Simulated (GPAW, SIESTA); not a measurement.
A GPAW input for a self-consistent single point of CaSe (Fm-3m, 2 atoms in the cell) (DFT LDA (Perdew-Wang 92), plane waves, GPAW PAW datasets LDA (gpaw-data 1.0.1)):

```python
from ase import Atoms
from ase.units import GPa
from gpaw import GPAW, PW, FermiDirac

atoms = Atoms(['Ca', 'Se'],
              cell=[[0.000000, 2.960000, 2.960000],
                    [2.960000, 0.000000, 2.960000],
                    [2.960000, 2.960000, 0.000000]],
              positions=[[0.000000, 0.000000, 0.000000],
                         [2.960000, 2.960000, 2.960000]],
              pbc=True)

calc = GPAW(mode=PW(550),
            xc='LDA',
            kpts=(5, 5, 5),
            occupations=FermiDirac(0.02),
            nbands=-6,
            convergence={'density': 1e-05, 'energy': 1e-05, 'bands': -4},
            symmetry={'symmorphic': False, 'tolerance': 0.0005},
            maxiter=120,
            txt='-')

atoms.calc = calc

energy = atoms.get_potential_energy()
print('Energy (eV):', round(energy, 6))
forces = atoms.get_forces()
print('Forces (eV/Ang):')
print(forces.round(5))
stress = atoms.get_stress()
print('Stress (GPa, Voigt):', (stress / GPa).round(4))
```

Q: Give the SIESTA input for the same structure, mesh, smearing and functional.

A: This is the input that was run; spellings and numerical settings could be chosen otherwise.

```
# files in the folder: Ca.psml Se.psml (PseudoDojo LDA standard)
SystemName  CaSe
SystemLabel siesta

NumberOfAtoms                2
NumberOfSpecies              2
%block ChemicalSpeciesLabel
  1 20 Ca
  2 34 Se
%endblock ChemicalSpeciesLabel
LatticeConstant              1.0 Ang
%block LatticeVectors
     0.000000000    2.960000000    2.960000000
     2.960000000    0.000000000    2.960000000
     2.960000000    2.960000000    0.000000000
%endblock LatticeVectors
AtomicCoordinatesFormat      Bohr
%block AtomicCoordinatesAndAtomicSpecies
     0.000000000    0.000000000    0.000000000  1
     5.593589329    5.593589329    5.593589329  2
%endblock AtomicCoordinatesAndAtomicSpecies

XC.functional                LDA
XC.authors                   PW92
PAO.BasisSize                TZP
PAO.EnergyShift              0.01 Ry
MeshCutoff                   350 Ry
%block kgrid.MonkhorstPack
    5   0   0  0.0
    0   5   0  0.0
    0   0   5  0.0
%endblock kgrid.MonkhorstPack
OccupationFunction           FD
ElectronicTemperature        232.09 K

MaxSCFIterations             150
SCF.Mixer.Method             Pulay
SCF.Mixer.Weight             0.1
SCF.Mixer.History            6
SCF.DM.Tolerance             1.0E-05
Diag.ParallelOverK           true
WriteForces                  true
Charge.Mulliken              end
```

Basis settings and potentials, where a program has them, do not carry over. This input uses DFT, LDA PW92, numerical atomic orbitals TZP, PseudoDojo LDA standard norm-conserving potentials (rewritten from UPF to PSML). LDA parametrisations can differ slightly between programs. Both were run: pressure -3.03 GPa in GPAW and 1.55 in SIESTA; gap on the mesh 2.017 eV in GPAW and 2.861 in SIESTA.

On SIESTA: the starting cell has typed, rounded lattice constants, without a prior relaxation at this level. Values carry the incompleteness of an atom-centred basis. The basis of the alkali or alkaline-earth atoms may lack their empty d shell, which can raise the gap.

On GPAW: the starting cell has typed, rounded lattice constants, without a prior relaxation at this level. With a pressure of about -3 GPa the cell is away from its equilibrium volume at this level.
